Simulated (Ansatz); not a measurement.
# BeTe in the zinc blende structure (space group F-43m, No. 216)

```xyz
2
Lattice="0.0000 2.8319 2.8319 2.8319 0.0000 2.8319 2.8319 2.8319 0.0000" Properties=species:S:1:pos:R:3 pbc="T T T"
Te     1.4159     1.4159     1.4159
Be     0.0000     0.0000     0.0000
```

All numbers come from PBE in Ansatz (plane waves to 420 eV, PAW, spin-orbit coupling left out). k-mesh 10×10×10 (Γ-centred); smearing 0.05 eV (Fermi–Dirac).

```yaml
volume_per_atom: 22.71 Å³
density: 4.99 g/cm³
band_gap: 2.03 eV, indirect, Γ → X
electron_mass: 1.9 mₑ along k, 0.26 mₑ across
Hole mass (degenerate bands, along [100]): 0.20, 0.35, 0.35 mₑ
Lowest conduction-band minima above the VBM: X along ⟨100⟩ 2.03 eV; L along ⟨111⟩ 3.04 eV
total_energy: -3536.723 eV/atom (σ→0; compares only within this code and set-up)
```

Spin-orbit coupling, missing from the scalar runs, can matter with Te. Effective masses come from finite differences of ±0.01 Å⁻¹. Along k means along the line from Γ to the band edge. No phonon test of stability was made.

Ansatz is a first-principles code.
